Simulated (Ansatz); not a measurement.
MgO (model structure, started from the CsCl type, Pm-3m, No. 221, 2 atoms in the cell; like a known high-pressure phase), treated with G0W0@PBEsol (hard PAW, contour deformation, complete-basis limit; Ansatz, a quantum-chemistry and plane-wave program).

Settings: largest k mesh 12×12×12 (not extrapolated in the mesh).

Cell (relaxed with PBEsol):

```cif
data_MgO
_chemical_formula_sum 'Mg1 O1'
_space_group_name_H-M_alt 'Pm-3m'
_space_group_IT_number 221
_space_group_name_Hall '-P 4 2 3'
_cell_length_a 2.63339
_cell_length_b 2.63339
_cell_length_c 2.63339
_cell_angle_alpha 90.000
_cell_angle_beta 90.000
_cell_angle_gamma 90.000
loop_
_atom_site_label
_atom_site_type_symbol
_atom_site_symmetry_multiplicity
_atom_site_Wyckoff_symbol
_atom_site_fract_x
_atom_site_fract_y
_atom_site_fract_z
_atom_site_occupancy
Mg1 Mg 1 a 0.00000 0.00000 0.00000 1
O1 O 1 b 0.50000 0.50000 0.50000 1
```

Task: What does this level give for the band gap?

Result: 
- band gap = 4.82 eV (indirect)

Note: the gap holds a correction of +0.59 eV to the complete basis.

Computing time: around 100 core-minutes (rough).

A model structure was made by putting elements into a prototype or built by hand; it is no filed structure, need not be a known phase, and can be a saddle point held by its symmetry.
